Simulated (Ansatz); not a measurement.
Results of r²SCAN (Ansatz, an electronic-structure program, plane waves, PAW) for SiGe (model structure, started from the InPb type, R-3m, No. 166, 2 atoms in the cell).

Run with plane-wave cutoff 560 eV, 24×24×24 k mesh, Fermi–Dirac smearing 0.05 eV, scalar-relativistic PAW data made under PBE.

Cell (relaxed at this level):

```
CELL_PARAMETERS angstrom
      1.43122     0.82631     4.76456
     -1.43122     0.82631     4.76456
      0.00000    -1.65263     4.76456
ATOMIC_POSITIONS crystal
  Ge 0.00000 0.00000 0.00000
  Si 0.50000 0.50000 0.50000
```

**Question.** What does this level give for the bulk modulus?

**Answer.** 
- bulk modulus = 72.1 GPa

The run finds no gap.

Note: the bulk modulus is −V dP/dV from two relaxed cells at ±2 % in volume; the relaxation could raise the start's symmetry but not lower it, so the cell can be a saddle point.

Static lattice: no zero-point or thermal effects.

The result took very roughly 7 core-minutes.

A model structure was made by putting elements into a prototype or built by hand; it is no filed structure, need not be a known phase, and can be a saddle point held by its symmetry.
